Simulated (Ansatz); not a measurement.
Results of HSE06 in Ansatz (plane waves, PAW) for Ge₂Sb₂Te₅ (model structure, P3m1, No. 156, 9 atoms in the cell).

Settings: plane-wave cutoff 460 eV, 6×6×2 k mesh (along the axes of the cell as run), Fermi–Dirac smearing 0.01 eV, scalar-relativistic PAW data made under PBE.

Cell (relaxed with PBE-D3(BJ)):

```xyz
9
Lattice="4.2457 0.0000 0.0000 -2.1228 3.6768 0.0000 0.0000 0.0000 17.3171" Properties=species:S:1:pos:R:3 pbc="T T T"
Te     0.0000     0.0000    17.2609
Sb     0.0000     2.4512     1.6950
Te     2.1228     1.2256     3.6105
Sb     0.0000     0.0000     5.6483
Te     0.0000     2.4512     7.3513
Te     2.1228     1.2256     9.9492
Ge     0.0000     0.0000    11.3806
Te     0.0000     2.4512    13.6089
Ge     2.1228     1.2256    15.0621
```

**Question.** Estimate the band gap that the calculation returns.

**Answer.** 
- band gap = 0.33 eV (on the SCF k mesh)

Note: the relaxation could raise the start's symmetry but not lower it, so the cell can be a saddle point; cell and atoms aren't relaxed at this level (largest force component 0.40 eV/Å).

Spin–orbit coupling is not included; with these elements it can move the gap by several tenths of an eV or more.

It cost around 8 core-minutes (rough) of CPU time.

A model structure was made by putting elements into a prototype or built by hand; it is no filed structure, need not be a known phase, and can be a saddle point held by its symmetry.

Ansatz is a program for electronic structure.
